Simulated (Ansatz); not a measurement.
The parent structure is a 16-atom supercell of CdS in the zinc blende structure (space group F-43m, No. 216; a = 5.9266 Å) at its relaxed geometry.

Calculations: PBE in Ansatz (plane waves to 420 eV, PAW, scalar-relativistic without spin-orbit coupling).

For the base:

- Mean distance from the defect site to its nearest host atoms: 2.57 Å
- Pressure: 0.0 GPa

It is then changed as follows: one S atom is replaced by Cd, atoms relaxed at fixed cell, starting from a slightly rattled geometry.

Problem. What happens to the largest displacement of a host atom from its site in the perfect cell?

Solution. The largest displacement of a host atom from its site in the perfect cell amounts to 0.19 Å.

Problem. What does the calculation give for the mean distance from the defect site to its nearest host atoms after the change?

Solution. The mean distance from the defect site to its nearest host atoms rises by 0.18 Å (2.57 Å → 2.75 Å).

Problem. Predict the new pressure.

Solution. The pressure goes from zero to 2.5 GPa.

Other magnetic orders, which the real material may have, were not ruled out. In so small a cell the defect repeats every few ångströms: this is an ordered compound, not a dilute defect. Starting moments died away, wholly or in part, for Cd on a S site (antisite); another magnetic solution may exist. The defect cell is spin-polarised and ends with 0.0 μB.

Ansatz is a first-principles code.
